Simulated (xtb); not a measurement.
xtb 6.7.1, GFN2-xTB: Mn(amdiPr)2 (CC1[N](C(C)C)[Mn]2([N](C(C)=[N]->2C(C)C)C(C)C)<-[N]=1C(C)C), charge 0, multiplicity 6, 55 atoms. The geometry is a generated start, not checked to be a minimum at this level.

* **method**: GFN2-xTB
* **--acc**: 1 (default)
* **--etemp (K)**: 300 (default)
* **detailed input (--input)**: none: ANC optimiser, Lindh (1995) Hessian, microcycle=20, maxdispl=1.0, hlow=0.01 (default)
* **basis functions**: 124
* **valence electrons**: 125

Charge 0 and multiplicity 6 are set for this test and not shown to be the ground state. GFN-xTB has no spin term: --uhf 5 sets the occupations alone.

The structure is relaxed from this start with --opt LEVEL for the levels crude, sloppy, loose, lax, normal, tight, vtight, extreme, once each. Up to the end of the extreme run atoms move by at most 0.77 Å along an axis.

Problem. Which level is enough to come within 1 meV of the tightest end point?

Solution. normal: 37 cycles against 68, ending 0.73 meV above.

```
level    cycles  energy above the extreme run (meV)  gradient norm (eV/Å)
-------  ------  ----------------------------------  --------------------
crude         1                                  35                 0.070
sloppy        1                                  35                 0.070
loose         1                                  35                 0.070
lax           1                                  35                 0.070
normal       37                                0.73                 0.022
tight        44                                0.32                0.0049
vtight       68                          under 0.01                0.0021
extreme      68                                   —                0.0021
```
